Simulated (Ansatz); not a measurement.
A periodic model of amorphous In9Ga9Zn9O38Si:

```xyz
66
Lattice="9.6356 -0.0760 0.1511 -0.0760 9.3086 -0.1296 0.1511 -0.1296 9.8230" Properties=species:S:1:pos:R:3 pbc="T T T"
In     6.2312     5.7578     5.9814
In     2.2263     8.7133     3.3295
In     0.7420     4.3710     9.0657
In     4.1505     8.4442     7.1032
In     2.9754     5.5141     4.9460
In     7.6852     1.9680     3.2533
In     1.1344     7.3142     7.5153
In     1.7779     3.0238     2.6626
In     5.9055     8.5592     2.4611
Ga     8.5129     7.8242     4.3447
Ga     9.4396     1.2544     8.1757
Ga     9.2522     4.5367     5.6539
Ga     2.7317     6.1209     1.0402
Ga     2.9469     2.3809     7.1837
Ga     7.4257     3.6021     0.3238
Ga     0.6329     1.4536     4.9894
Ga     7.5001     8.6278     7.4149
Ga     4.0908     3.1842     0.3637
Zn     3.5545     5.0791     8.1142
Zn     7.0227     2.5040     6.1579
Zn     9.3224     0.0680     1.6970
Zn     5.4453     4.0836     3.1412
Zn     6.1701     0.8760     9.7406
Zn     4.3815     1.4374     4.6366
Zn     8.0865     6.4261     1.2756
Zn     0.5059     5.8068     2.8876
Zn     5.4652     6.7679     9.5035
O      9.1987     2.4956     9.5178
O      7.2588     0.6440     1.4124
O      6.2587     6.8930     1.3531
O      7.5242     4.3322     6.5846
O      5.9640     2.5326     4.4749
O      3.7210     7.8217     0.6780
O      0.0819     1.7534     2.6157
O      4.9350     6.4337     7.5354
O      7.7684     1.1571     7.3221
O      1.9896     6.1249     9.0888
O      5.9653     8.6115     8.4594
O      1.3159     4.4010     4.3026
O      7.3789    -0.1072     4.0405
O      2.6342     7.3710     5.9775
O      1.2665     4.7091     1.3674
O      7.1460     3.7323     2.1683
O      1.7427     0.0343     1.3923
O      9.1349     7.5645     2.3786
O      2.3556     1.5480     4.1892
O      7.4418     7.4934     6.0146
O      4.2828     9.0128     3.6149
O      3.4868     4.0355     6.4604
O      3.8340     3.2952     2.2301
O      2.3797     6.6437     2.8881
O      2.5429     8.8717     8.4686
O      5.9977     2.8128     9.4285
O      0.5695     5.2814     7.0004
O      9.2397     8.6230     8.2645
O      4.9990     5.5907     4.3168
O      8.7264     5.8980     4.3826
O      4.2333     1.1420     6.6265
O      1.1689     1.7661     6.8359
O      8.8893     2.6440     5.1197
O      0.4541     8.8750     4.6697
O      8.4149     5.0733     9.6900
O      4.1504     5.1623     0.2014
O      4.0443     1.1246     0.4303
O      2.7227     3.0541     8.9338
Si     2.9094     9.1853     0.2079
```

These are PBE, scalar-relativistic without spin-orbit coupling (plane waves to 420 eV, PAW; Ansatz, a first-principles code) values and carry that method's errors.

It comes from a melt-quench run on a machine-learned potential (CHGNet), relaxed afterwards by DFT. O atoms were pushed apart under 1.9 Å during the dynamics, to hinder bonds among them. The hot cell started wider than the set density and was brought back towards it in steps. It is the lowest in DFT energy of 2 quenches. It is a model cell: composition and starting density were chosen by hand, and all elements were melted together. No dispersion term was used. Its density started from a set value of 5.71 and ended at 5.44 g/cm³. The quench (nominally 320 K/ps over its main leg) was far faster than any real one, so the model tends to hold more defects than a real film. Values belong to this one cell and scatter from quench to quench. Volume and shape were free in the relaxation.

Cut-offs for bonds: In-In 3.12 Å, In-Ga 2.90 Å, In-Zn 2.90 Å, In-O 2.58 Å, In-Si 2.78 Å, Ga-Ga 2.68 Å, Ga-Zn 2.68 Å, Ga-O 2.26 Å, Ga-Si 2.56 Å, Zn-Zn 2.68 Å, Zn-O 2.48 Å, Zn-Si 2.56 Å, O-O 1.58 Å, O-Si 2.12 Å, Si-Si 2.60 Å. Two cations that share two anions don't count as bonded, nor two that share one unless they lie closer than In-In 3.04 Å, In-Ga 2.82 Å, In-Zn 2.82 Å, In-Si 2.71 Å, Ga-Ga 2.61 Å, Ga-Zn 2.61 Å, Ga-Si 2.49 Å, Zn-Zn 2.61 Å, Zn-Si 2.49 Å, Si-Si 2.38 Å.

Q: Give the coordination numbers, mean bond lengths and angles.

A: 
The mean coordination of In by anions comes out as 5.00 (2 with 4, 5 with 5, 2 with 6), the mean coordination of Ga by anions is 4.44 (5 with 4, 4 with 5) and the mean coordination of Zn by anions comes out as 4.22 (1 with 3, 5 with 4, 3 with 5). The mean coordination of O is 3.34 (25 with 3, 13 with 4). The mean coordination of Si by anions is 4.00 (1 with 4), the mean In-O bond is 2.177 Å (spread 0.085 Å, 45 counted) and the mean Ga-O bond is 1.931 Å (spread 0.069 Å, 40 counted). The mean Zn-O bond comes out as 2.030 Å (spread 0.099 Å, 38 counted) and the mean O-Si bond is 1.647 Å (spread 0.009 Å, 4 counted). The bond angle at In is mean 105.7°, spread 26.4° and the bond angle at Ga is mean 107.8°, spread 21.1°. The bond angle at Zn comes out as mean 107.3°, spread 23.5° and the bond angle at O is mean 111.2°, spread 15.8°. The bond angle at Si comes out as mean 109.4°, spread 2.5°.

Q: List the pairs of like atoms that count as bonded by the rules above.

A: There are none by these rules.
